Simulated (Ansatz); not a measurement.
An Ansatz (a first-principles code) input (PBEsol in Ansatz (plane waves to 420 eV, PAW, no spin-orbit coupling)):

Ansatz 0.2 input:
```yaml
crystal:
  lattice:
    - [0, 2.8718872749, 2.8718872749]
    - [2.8718872749, 0, 2.8718872749]
    - [2.8718872749, 2.8718872749, 0]
  atoms:
    - { symbol: Sn, position: [0.5, 0.5, 0.5] }
    - { symbol: S, position: [0, 0, 0] }
basis: { ecutwfc: 420, ecutrho_ratio: 4, xc_grid: 2, fft_grid_basis: typed }
kpoints: { mp_grid: { grid: [23, 23, 23] } }
hamiltonian:
  xc: pbesol
  dispersion: none
  pseudopotentials: { kind: paw }
total_charge: 0.033161
scf: { occupations: { method: fermi_dirac, width: 0.0259 }, convergence: { dr2_threshold: 0.0000000002 } }
relax: { f_tol: 0.005, max_steps: 30 }
output: { forces: true, stress: true }
checkpoint: { write: state.ck, write_every: 1000 }
```

Which symmetry and how many k-points will the program report, and about how many plane waves at Γ?

Space group Fm-3m (ITA 225) with 48 operations, k-points 364 of 12167, and 941 plane waves at Γ.

Carriers are added with a uniform compensating background; total energy and stress of such cells depend on the potential's zero and are not compared; many-body gap narrowing is missing at this level. No phonon test of stability was made. The cell was made from SnS in the rock salt structure (space group Fm-3m, No. 225; a model cell) by this change: holes 7.0×10^20 cm⁻³.
